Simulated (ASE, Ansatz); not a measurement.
A thermal frame of composition TiSi, cell Ti24Si24, brought to this temperature after a much hotter stage, at a temperature that wasn't checked against the liquidus, so perhaps supercooled [in the CHGNet run: it was liquid; mean temperature 1653 K (target 1660 K); density 3.80 g/cm³, volume +4 % from the start cell's; mean pressure -1.5 GPa against a target of 0], from MD with the machine-learned potential CHGNet 0.3.0 in ASE at 1660 K. Method: r2SCAN (plane waves, PAW; Ansatz, a program for electronic structure).

| Quantity | Result |
|---|---|
| plane-wave cutoff | 500 eV |
| k-points | one point, (1/4, 1/4, 1/4) |
| Fermi-Dirac width | 0.143 eV |
| spin | not polarised; no spin-orbit coupling |

A check of the k-sampling: on the last frame of the same run a denser mesh moved the PBE forces by 0.055 eV/Å rms, the static pressure by -0.06 GPa and the free energy by -2 meV/atom.

```
CELL_PARAMETERS angstrom
      9.26942     0.00000     0.00000
      0.00000     9.26942     0.00000
      0.00000     0.00000     9.26942
ATOMIC_POSITIONS crystal
  Ti 0.01540 0.71807 0.20966
  Ti 0.37113 0.93418 0.36339
  Ti 0.27904 0.80904 0.67465
  Ti 0.89043 0.39241 0.81381
  Ti 0.43018 0.66284 0.89693
  Ti 0.68478 0.58545 0.05821
  Ti 0.37936 0.48347 0.58168
  Ti 0.73130 0.68675 0.67635
  Ti 0.36032 0.37129 0.88581
  Ti 0.08590 0.85736 0.89160
  Ti 0.35296 0.94304 0.99425
  Ti 0.08565 0.98252 0.40709
  Ti 0.77247 0.21231 0.11036
  Ti 0.69790 0.79884 0.31371
  Ti 0.79095 0.43136 0.36735
  Ti 0.93642 0.20101 0.59076
  Ti 0.60917 0.17373 0.89261
  Ti 0.71231 0.86309 0.02228
  Ti 0.10152 0.23012 0.02572
  Ti 0.69741 0.97353 0.56934
  Ti 0.24493 0.24440 0.52661
  Ti 0.50880 0.26897 0.38987
  Ti 0.06788 0.47498 0.50405
  Ti 0.24417 0.46648 0.26087
  Si 0.02599 0.25889 0.29290
  Si 0.68916 0.29981 0.62018
  Si 0.31556 0.16986 0.23777
  Si 0.20296 0.05651 0.77116
  Si 0.44472 0.07178 0.61456
  Si 0.12970 0.32245 0.76109
  Si 0.59531 0.45606 0.79078
  Si 0.92564 0.63025 0.90475
  Si 0.53433 0.33012 0.11734
  Si 0.16365 0.98383 0.16531
  Si 0.78977 0.12159 0.34943
  Si 0.90120 0.68746 0.48969
  Si 0.54324 0.04993 0.17023
  Si 0.47833 0.75933 0.15453
  Si 0.53041 0.87971 0.78567
  Si 0.51438 0.75288 0.51837
  Si 0.54746 0.53784 0.33693
  Si 0.89126 0.95884 0.19868
  Si 0.86629 0.08972 0.88815
  Si 0.22599 0.68777 0.05200
  Si 0.19051 0.58128 0.78732
  Si 0.95420 0.46831 0.12786
  Si 0.18806 0.71627 0.42934
  Si 0.92147 0.92527 0.67202
```

Problem. Give the forces on atoms 4, 5, 8, 9, 18, 28, 34, 39, 44, 48 (eV/Å), the static pressure (no kinetic part).

Solution. 
```
atom              Fx Fy Fz
----  --------------------
Ti4    -2.295 -0.565 0.955
Ti5    0.582 -0.681 -0.620
Ti8    -0.626 -0.187 1.913
Ti9     0.170 -0.843 1.334
Ti18   -0.161 0.582 -1.836
Si28    0.515 2.407 -1.119
Si34  -1.036 -1.150 -1.069
Si39    1.238 1.101 -0.275
Si44    0.017 -1.025 0.950
Si48    1.829 -1.270 1.177
```
- static pressure (no kinetic part) = -3.23 GPa
